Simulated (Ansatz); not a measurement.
Consider GaP in the zinc blende structure (space group F-43m, No. 216; a = 5.391 Å). Axes: x, y, z lie along the cube axes.

The values are results of LDA, PAW, 420 eV (Ansatz, an electronic-structure program; spin-orbit coupling left out), not measurements.

Before the change:

```
Quantity                            Result
---------------------  -------------------
Valence-band top at Γ  0.00, 0.00, 0.00 eV
Volume per atom                   19.59 Å³
```

The change: tensile biaxial strain of 2.50 % in the plane normal to [111], as in epitaxy on a mismatched substrate; the out-of-plane cell vector and the atoms relax.

What happens to the in-plane stress?

The mean in-plane stress (compression positive) amounts to -4.7 GPa.

What happens to the valence-band top at Γ?

The valence-band top at Γ (three highest levels, from the VBM) becomes 0.00, -0.24, -0.24 eV (base: 0.00, 0.00, 0.00 eV).

What happens to the volume per atom?

The volume per atom increases by 0.76 Å³ (19.59 Å³ → 20.35 Å³).

No phonon test of stability was made.
